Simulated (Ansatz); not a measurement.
The parent structure is Cs₂AgBiBr₆ (space group Fm-3m, No. 225; a = 10.9963 Å). Axes: x, y, z lie along the cube axes.

All numbers come from LDA (Ansatz, an electronic-structure program, PAW, spin-orbit coupling left out).

Before the change:

The smallest direct gap comes out as 2.20 eV and the pressure comes out as -0.01 GPa.

One thing is altered: the cell is stretched by 1.50 % along z with no lateral relaxation, atoms relaxed at fixed cell.

Question: How does this affect the largest internal atomic displacement, smallest direct gap and pressure?

Answer: The largest internal atomic displacement amounts to 0.020 Å; the smallest direct gap falls by 0.03 eV, from 2.20 eV to 2.17 eV; the pressure (mean of the normal stresses, compression positive) falls by 0.456 GPa, from -0.01 GPa to -0.46 GPa.

Spin-orbit coupling, missing from the scalar runs, can matter with Bi. The cells carry an imposed strain or load. Stability against distortions was not tested.
